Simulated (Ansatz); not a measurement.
Consider BaSnSe$_{3}$ in the cubic perovskite structure (space group Pm-3m, No. 221; a = 5.270 Å; a hypothetical phase, not in the database extracts checked).

Levels (all Ansatz, a quantum-chemistry and plane-wave program, PAW): PBEsol (420 eV, no spin-orbit coupling); r2SCAN (500 eV, spin-orbit coupling left out).

The geometry is relaxed with PBEsol.

| Property | Value |
|---|---|
| PBEsol pressure | 0.0 GPa |

Question: How does going to r2SCAN change the pressure?

Answer: The pressure goes from zero to 1.2 GPa.

Single points use the geometry relaxed with PBEsol. Their cutoffs differ, which shifts pressures a little. Whether these cells are dynamically stable was not tested. All final runs are without spin polarisation. Many cubic perovskites are stable only at high temperature; tilts and polar distortions were not tested.
